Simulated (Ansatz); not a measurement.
Ansatz (a first-principles code) run on NbH (Cmm2, 4 atoms in the cell): self-consistent single point.

Method of the run: PBEsol, default PAW files made with PBE (plane waves; Ansatz).

```
NbH
1.0
    1.83983    -2.38602     0.00000
    1.83983     2.38602     0.00000
    0.00000     0.00000     4.78982
Nb H
2 2
Direct
  0.75000   0.25000   0.27928
  0.25000   0.75000   0.73116
  0.25000   0.25000   0.00000
  0.75000   0.75000   0.00000
```

Reference input (self-consistent single point, DFT, PBEsol, plane waves, default PAW files made with PBE): basis.ecutwfc = 420 eV; kpoints.mp_grid.grid = 11 11 7; hamiltonian.xc = pbesol; hamiltonian.pseudopotentials = {kind: paw} (the program's default PAW files); scf.occupations.method = fermi_dirac; scf.occupations.width = 0.1 eV. This run's input differs from it in these lines:

Ansatz 0.2 input:
```diff
@@ -14,3 +14,3 @@
 kpoints:
-  mp_grid: { grid: [11, 11, 7] }
+  mp_grid: { grid: [12, 12, 8] }
 hamiltonian:
@@ -19,3 +19,3 @@
 scf:
-  occupations: { method: fermi_dirac, width: 0.1 }
+  occupations: { method: fermi_dirac, width: 0.05 }
 output:
```

Output (repeated stretches shortened):

```
SCF iter   1: F=—  HF=-9023.035411 eV  |F-HF|=—  |Δ(HF+E_count)|=         —  Δρ=6.82e-3  dr2=1.95e-2  ethr=1.77e-3  ⟨swp⟩=5.4  Hψ=16735  notcnv=0
all-band conjugate gradients solve this SCF's bands
preconditioner: auto → Kerker (q_TF=auto, 2.549 Å⁻¹)
SCF iter   2: F=—  HF=-9023.032625 eV  |F-HF|=—  |Δ(HF+E_count)|=   2.79e-3  Δρ=4.02e-3  dr2=7.36e-3  ethr=6.96e-5  ⟨swp⟩=1.7  Hψ=6173  notcnv=0
SCF iter   3: F=—  HF=-9023.030868 eV  |F-HF|=—  |Δ(HF+E_count)|=   1.76e-3  Δρ=5.27e-4  dr2=2.66e-4  ethr=2.63e-5  ⟨swp⟩=2.0  Hψ=4968  notcnv=0
SCF iter   4: F=—  HF=-9023.030820 eV  |F-HF|=—  |Δ(HF+E_count)|=   4.86e-5  Δρ=2.43e-4  dr2=5.07e-5  ethr=9.49e-7  ⟨swp⟩=2.0  Hψ=4913  notcnv=0
SCF iter   5: F=—  HF=-9023.030811 eV  |F-HF|=—  |Δ(HF+E_count)|=   8.27e-6  Δρ=9.40e-5  dr2=5.04e-6  ethr=1.81e-7  ⟨swp⟩=2.0  Hψ=4564  notcnv=0
SCF iter   6: F=-9023.030810 eV  HF=-9023.030811 eV  |F-HF|=3.08e-8  |Δ(HF+E_count)|=   9.13e-7  Δρ=1.40e-5  dr2=8.07e-8  ethr=3.57e-10  ⟨swp⟩=3.4  Hψ=16463  notcnv=0
SCF 1 converged in 6 iterations: F = -9023.030810 eV  dr2 = 8.07e-8
Free energy (F): -9023.030810 eV
Internal energy: -9023.022381 eV  (E = F + TS)
E sigma→0 (E₀):  -9023.026596 eV
Entropy (-TS):   -0.008429 eV (-2.107 meV/atom)
Fermi energy:    16.089479 eV
--- Forces (eV/Å), atoms counted from 1 ---
  atom   1  Nb     0.00000000    -0.00000000    -0.76360107
  atom   2  Nb     0.00000000     0.00000000     0.51700242
  atom   3  H      0.00000000     0.00000000     0.12330002
  atom   4  H      0.00000000     0.00000000     0.12330002
--- Stress (GPa, compression-positive) ---
       -5.629983       0.000000      -0.000000
        0.000000      -5.177207      -0.000000
       -0.000000      -0.000000      -4.861283
  P = ⅓ Tr σ = -5.2228 GPa (-52.228 kbar)
  The stress holds the Pulay correction. Without it, at fixed plane waves, as pw.x and ABINIT print it: P = -5.3282 GPa
```

The run converged in 6 iterations. Against the reference run the free energy rises by 3.8 meV/atom, the pressure hardly changes (-5.15 to -5.22 GPa) and the largest force goes from 0.750 to 0.764 eV/Å.

The starting cell comes from a database of computed structures (which also holds hypothetical and non-ambient phases and stackings), without a prior relaxation at this level. Its lattice was rescaled by up to half a per cent. One atom was moved a little off its site on purpose. Spin polarisation is off. With a pressure of about -5 GPa the cell is away from its equilibrium volume at this level. Ansatz's pressure includes its estimate of the finite-basis (Pulay) stress.
